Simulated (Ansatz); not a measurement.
Start from PbS in the zinc blende structure (space group F-43m, No. 216; a = 6.543 Å; a hypothetical phase, not in the database extracts checked). Axes: x, y, z lie along the cube axes.

It is then changed as follows: biaxial strain −0.67 %, plane normal [001], relaxed out of plane (Cartesian); in-plane vectors clamped, the third vector and the atoms free.

Levels (all Ansatz, an electronic-structure program, PAW): PBEsol (420 eV, without spin-orbit coupling); r2SCAN (500 eV, without spin-orbit coupling); HSE06 (420 eV, scalar-relativistic without spin-orbit coupling).

At the geometry relaxed with PBEsol, these levels gave the following band gaps, in shuffled order: (a) 0.84 eV, (b) 0.60 eV, (c) 1.18 eV.

**Question.** Match each gap to its level.

**Answer.** (a) r2SCAN; (b) PBEsol; (c) HSE06.

Single points use the geometry relaxed with PBEsol. The hybrid gap comes from the SCF mesh plus the semilocal run's edge points and a few special points and is an upper bound. Spin-orbit coupling, missing from the scalar runs, can matter with Pb. Stability against distortions was not tested.
